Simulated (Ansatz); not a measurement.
Partial pair distribution functions of a relaxed model of amorphous Si24O36, broadened by 0.06 Å; density 2.37 g/cm³. These are PBE, scalar-relativistic without spin-orbit coupling (plane waves to 420 eV, PAW; Ansatz, a quantum-chemistry and plane-wave program) values and carry that method's errors. The usual formal charges leave 24 electrons over, so the level spacing at the Fermi energy parts defect or band states and needn't be the band gap.

Preparation: random packing, a CHGNet melt and quench, and a DFT relaxation. O atoms were pushed apart under 1.9 Å during the dynamics, to hinder bonds among them. The hot cell started wider than the set density and was brought back towards it in steps. It is the lowest in DFT energy of 2 quenches. It is a model cell: composition and starting density were chosen by hand, and all elements were melted together. No dispersion term was used. Its density started from a set value of 2.35 and ended at 2.37 g/cm³. The quench (nominally 390 K/ps over its main leg) was far faster than any real one, so the model tends to hold more defects than a real film. One small periodic cell is one sample of the glass; other quenches scatter about these values. Volume and shape were free in the relaxation.

```csv
r (Å),g Si-O,g Si-Si,g O-O
1.40,0.01,0.00,0.00
1.50,1.16,0.00,0.00
1.60,9.83,0.00,0.00
1.70,8.64,0.00,0.00
1.80,1.68,0.00,0.00
1.90,0.18,0.00,0.00
2.00,0.11,0.00,0.00
2.10,0.07,0.00,0.00
2.20,0.00,0.11,0.00
2.30,0.00,0.96,0.03
2.40,0.00,1.39,0.30
2.50,0.00,1.15,1.44
2.60,0.05,0.52,4.03
2.70,0.12,0.57,4.61
2.80,0.12,0.93,2.34
2.90,0.30,1.46,0.83
3.00,0.41,1.84,0.36
3.10,0.50,2.65,0.16
3.20,0.84,2.05,0.61
3.30,1.08,0.74,1.06
3.40,1.32,0.22,0.90
3.50,1.27,0.15,0.78
3.60,1.23,0.26,0.76
3.70,1.44,0.50,0.74
3.80,1.04,0.66,0.70
3.90,1.25,0.91,0.63
4.00,1.36,0.98,0.66
4.10,1.67,0.78,0.81
4.20,1.77,0.53,0.89
4.30,1.41,0.96,0.99
4.40,1.12,1.28,1.10
4.50,0.88,1.52,0.86
```

Within 2.16 Å each Si has 3.08 O neighbours on average.
